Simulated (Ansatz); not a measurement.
**Zr, response to strain**

Take Zr in the hcp (Mg type) structure (space group P6_3/mmc, No. 194; relaxed with 0.1 eV smearing) as the base.

```yaml
crystal:
  lattice:
    - [3.18249, 0.00000, 0.00000]
    - [-1.59125, 2.75612, 0.00000]
    - [0.00000, 0.00000, 5.12352]
  atoms:
    - { symbol: Zr, position: [0.66667, 0.33333, 0.75000] }
    - { symbol: Zr, position: [0.33333, 0.66667, 0.25000] }
```

Strains are applied to the cell and any free atomic positions relax.

Computed with PBEsol/PAW in Ansatz (a quantum-chemistry and plane-wave program), no SOC.

Notes on the quantities. energy relative to the base: free energy F; pressure: mean of the normal stresses, compression positive.

```tsv
case	energy relative to the base	pressure	volume per atom
base	0 meV/atom	0.0 GPa	22.47 Å³
isotropic strain −2.50 %	+41 meV/atom	8.5 GPa	20.83 Å³
isotropic strain −1.50 %	[?]	4.8 GPa	21.47 Å³
isotropic strain −1.00 %	+6.4 meV/atom	3.1 GPa	21.80 Å³
isotropic strain −0.50 %	+1.6 meV/atom	1.5 GPa	22.13 Å³
isotropic strain +0.50 %	+1.5 meV/atom	-1.4 GPa	22.81 Å³
isotropic strain +1.00 %	+6.1 meV/atom	-2.8 GPa	23.15 Å³
isotropic strain +1.50 %	+14 meV/atom	-4.1 GPa	23.50 Å³
isotropic strain +2.00 %	+24 meV/atom	[?]	23.85 Å³
isotropic strain +2.50 %	+37 meV/atom	-6.5 GPa	24.20 Å³
```

What belongs in the blanks?


- isotropic strain −1.50 %, energy relative to the base: +15 meV/atom
- isotropic strain +2.00 %, pressure: -5.3 GPa

Stability against distortions was not tested. The final runs are not spin-polarised.
